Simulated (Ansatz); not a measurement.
Abridged Ansatz (a quantum-chemistry and plane-wave program) output:

```
Pseudopotential: C, paw, valence charge 4
Pseudopotential: Ru, paw, valence charge 16
Crystal: 3 atoms, lattice volume = 33.277 Å³
Basis set: ecut = 420 eV, 665 PW (Γ), exchange–correlation on 40×40×72 points (8 copies of the dense FFT grid, shifted against one another)
Bands: 22, of which v1, the nominal top of the filled ones, is band 18 counted from 1 (17 counted from 0)
Symmetry: 12 space group operations
k-points: 360 of 3610
Functional: x = pbe(κ = 0.804, μ = 0.2195149727645171), c = pbe(β = 0.06672455060314922)
SCF iter   1: F=—  HF=-12010.539726 eV  |F-HF|=—  |Δ(HF+E_count)|=         —  Δρ=1.59e-1  dr2=1.07e1  ethr=3.10e-3  ⟨swp⟩=5.1  Hψ=31109  notcnv=0
SCF iter   2: F=—  HF=-12008.824052 eV  |F-HF|=—  |Δ(HF+E_count)|=    1.72e0  Δρ=7.69e-2  dr2=2.62e0  ethr=3.10e-3  ⟨swp⟩=2.6  Hψ=16864  notcnv=0
SCF 1 converged in 9 iterations: F = -12008.314995 eV  dr2 = 2.46e-10
SCF converged after 9 iterations
Free energy (F): -12008.314995 eV
Internal energy: -12008.291825 eV  (E = F + TS)
E sigma→0 (E₀):  -12008.303410 eV
Entropy (-TS):   -0.023169 eV (-7.723 meV/atom)
Fermi energy:    21.475048 eV
  E_disp       = -1.419272  (pairwise vdW)
--- Forces (eV/Å), atoms counted from 1 ---
  atom   1  C      0.00000000     0.00000000     0.00000000
  atom   2  Ru     0.00000000    -0.00000000    -0.00000037
  atom   3  Ru    -0.00000000     0.00000000     0.00000037
--- Stress (GPa, compression-positive) ---
        0.000335      -0.000000      -0.000000
       -0.000000       0.000335       0.000000
       -0.000000       0.000000       0.000173
  P = ⅓ Tr σ = 0.0003 GPa (0.003 kbar)
```

What was computed, and what are the main results?

Ru2C, 3 atoms in the cell, with PBE-D3(BJ) (Ansatz, PAW, no spin-orbit coupling), earlier PAW set. The last SCF converged to F = -12008.314995 eV, or -4002.7717 eV per atom, at a pressure of 0.00 GPa. The total energy compares only with runs of the same code, potentials and settings.

Whether these cells are dynamically stable was not tested. The final runs are not spin-polarised. The cell was made from W2C by this change: W → Ru; the result is a hypothetical phase, not in the database extracts checked.
